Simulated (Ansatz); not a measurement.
# Defect calculation: Al on the Zr site (Al_Zr) in rock-salt ZrN

Calculation: PBE, PAW (plane waves to 420 eV; Ansatz, a first-principles code). Cell and caveats: 64-site cell; 4×4×4 shifted k-points; start: the Zr site; finite-size errors of tenths of an eV; the relaxation kept the symmetry of the starting site.

Neighbours after relaxation, in Å: of the Al atom: N 2.16, N 2.16, N 2.16, N 2.16, N 2.16, N 2.16.

Formation energies E_f are those of the neutral cell. Chemical conditions: N-rich (Δμ(Zr) = -3.46 eV, Δμ(Al) = -2.74 eV, bounded by wurtzite AlN; only phases computed here count, gases as isolated molecules at 0 K); Zr-rich (Δμ(Zr) = 0.00 eV, Δμ(Al) = -1.08 eV, bounded by Zr4Al3 (P6/mmm); only phases computed here count, gases as isolated molecules at 0 K). Reference phases: Al: fcc Al, Zr: hcp Zr.

| charge | moment (μB) | point group | largest move off a lattice site (Å) | E_f, N-rich (eV) | E_f, Zr-rich (eV) |
|---|---|---|---|---|---|
| 0 | not spin-polarised | Oh | 0.14 | 1.70 | 3.50 |

Point groups are those of the whole cell at tolerances of 0.03 and 0.1 Å ("near" where only the looser one holds); none is given for unsettled states.

All states together cost very roughly 3 core-minutes.
